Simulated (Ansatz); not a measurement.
Start from GeSb$_{4}$Te$_{7}$ (space group P-3m1, No. 164; a cell from a computed database, its experimental status unchecked).

```
CELL_PARAMETERS angstrom
      4.25697     0.00000     0.00000
     -2.12849     3.68665     0.00000
      0.00000     0.00000    23.39132
ATOMIC_POSITIONS crystal
  Ge 0.00000 0.00000 0.50000
  Sb 0.66667 0.33333 0.91589
  Sb 0.33333 0.66667 0.08411
  Sb 0.33333 0.66667 0.34388
  Sb 0.66667 0.33333 0.65612
  Te 0.33333 0.66667 0.84226
  Te 0.66667 0.33333 0.15774
  Te 0.00000 0.00000 0.72948
  Te 0.00000 0.00000 0.27052
  Te 0.66667 0.33333 0.42884
  Te 0.33333 0.66667 0.57116
  Te 0.00000 0.00000 0.00000
```

Cartesian axes are those of the cell as printed.

The values are results of plane-wave PAW DFT at the PBE-D3(BJ) level (Ansatz, a program for electronic structure, 420 eV), without spin-orbit coupling, not measurements.

The change: every lattice vector is stretched by 0.49 %; the atoms relax in the strained cell.

Q: Predict the stress tensor and what it implies for the stiffness.

A: Stress of the strained cell less that of the base (GPa, compression positive):
```
  -0.61    0.00    0.00
   0.00   -0.61    0.00
   0.00    0.00   -0.49
```

Then B = −ΔP/(ΔV/V₀) with ΔV/V₀ = 0.0148 gives secant stiffness values (nonlinear terms included at this strain): B (at held cell shape, above the free-shape value) ≈ 38 GPa.

No phonon test of stability was made. The D3 term's C6 switches between coordination references near this geometry, which can add small steps to energies.
